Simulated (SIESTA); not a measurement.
Band structure of YIn₅Rh (P4/mmm, 7 atoms in the cell).

```yaml
crystal:
  lattice:
    - [4.63782, 0.00000, 0.00000]
    - [0.00000, 4.63782, 0.00000]
    - [0.00000, 0.00000, 7.44293]
  atoms:
    - { symbol: Y, position: [0.00000, 0.00000, 0.00000] }
    - { symbol: In, position: [0.00000, 0.50000, 0.30143] }
    - { symbol: In, position: [0.00000, 0.50000, 0.69857] }
    - { symbol: In, position: [0.50000, 0.00000, 0.30143] }
    - { symbol: In, position: [0.50000, 0.00000, 0.69857] }
    - { symbol: In, position: [0.50000, 0.50000, 0.00000] }
    - { symbol: Rh, position: [0.00000, 0.00000, 0.50000] }
```

Computed with GGA PBEsol, numerical atomic orbitals DZP, PseudoDojo PBEsol standard norm-conserving potentials (rewritten from UPF to PSML) (SIESTA).

Settings: XC.functional = GGA; XC.authors = PBEsol; potentials = PseudoDojo PBEsol standard; PAO.BasisSize = DZP; PAO.EnergyShift = 0.005 Ry; MeshCutoff = 300 Ry; kgrid.MonkhorstPack = 5 5 3; OccupationFunction = FD; ElectronicTemperature = 136 meV; MaxSCFIterations = 150; SCF.Mixer.Method = Pulay; SCF.Mixer.Weight = 0.25; SCF.Mixer.History = 6; SCF.DM.Tolerance = 1.0E-04.

The starting cell comes from a database of computed structures (which also holds hypothetical and non-ambient phases and stackings), without a prior relaxation at this level. Spin polarisation is off. Values carry the incompleteness of an atom-centred basis.

Levels in eV from the Fermi level, bands 43 to 48:
| point | 43 | 44 | 45 | 46 | 47 | 48 |
|---|---|---|---|---|---|---|
| Γ | -1.80 | -1.80 | -0.70 | 0.56 | 0.56 | 1.21 |
| X | -2.03 | -1.81 | -0.99 | 0.54 | 0.89 | 1.10 |
| M | -2.26 | -2.26 | -2.01 | -1.88 | -1.33 | -1.33 |
| Z | -1.73 | -1.73 | -1.16 | 0.00 | 0.00 | 0.15 |
| R | -1.69 | -1.39 | -1.14 | -0.44 | 0.15 | 0.49 |
| A | -2.04 | -2.04 | -1.86 | -1.27 | -0.84 | -0.84 |

Bands cross the Fermi level along this path, so the cell is metallic at this level.

Higher empty bands are left out: an atom-centred basis made for the valence describes them poorly.
